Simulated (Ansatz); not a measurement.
Start from Zn in the hcp (Mg type) structure (space group P6_3/mmc, No. 194; a = 2.636 Å, c = 4.657 Å).

Levels (all Ansatz, a first-principles code, PAW): PBEsol (420 eV, without spin-orbit coupling); r2SCAN (500 eV, no spin-orbit coupling).

The geometry is relaxed with PBEsol.

- PBEsol pressure: 0.0 GPa

With r2SCAN at the same geometry, the pressure goes from zero to 1.3 GPa.

Single points use the geometry relaxed with PBEsol. Their cutoffs differ, which shifts pressures a little. No phonon test of stability was made.
